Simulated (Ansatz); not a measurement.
Take HgSe in the zinc blende structure (space group F-43m, No. 216) as the base.

```cif
data_Hg4Se4
_chemical_formula_sum 'Hg4 Se4'
_space_group_name_H-M_alt 'F-43m'
_space_group_IT_number 216
_space_group_name_Hall 'F -4 2 3'
_cell_length_a 6.06296
_cell_length_b 6.06296
_cell_length_c 6.06296
_cell_angle_alpha 90.000
_cell_angle_beta 90.000
_cell_angle_gamma 90.000
loop_
_atom_site_label
_atom_site_type_symbol
_atom_site_symmetry_multiplicity
_atom_site_Wyckoff_symbol
_atom_site_fract_x
_atom_site_fract_y
_atom_site_fract_z
_atom_site_occupancy
Hg1 Hg 4 a 0.00000 0.00000 0.00000 1
Se1 Se 4 d 0.75000 0.75000 0.75000 1
```
(The calculation used a cell of 2 atoms; values per cell refer to that cell.)

Level of theory: LDA (Ansatz, a first-principles code; PAW; 420 eV plane waves; scalar-relativistic without spin-orbit coupling).

Strains are applied to the cell and any free atomic positions relax.

One change was made to it. Results:

| quantity | base | after |
|---|---|---|
| energy relative to the base (free energy F) | 0 meV/atom | +17 meV/atom |
| pressure | 0.0 GPa | -3.0 GPa |

**Question.** Name the change that was made.
(A) isotropic strain +2.50 %
(B) isotropic strain +1.00 %
(C) isotropic strain +1.50 %
(D) isotropic strain +2.00 %
(E) isotropic strain −1.50 %

**Answer.** D, isotropic strain +2.00 %. For comparison, the energy relative to the base in the other runs: isotropic strain −1.50 % gives +11 meV/atom; isotropic strain +1.00 % gives +4.3 meV/atom; isotropic strain +1.50 % gives +9.5 meV/atom; isotropic strain +2.50 % gives +26 meV/atom.

A case with no gap was solved on a k-mesh chosen for an insulator, which is coarse for it. Stability against distortions was not tested. All final runs are without spin polarisation.
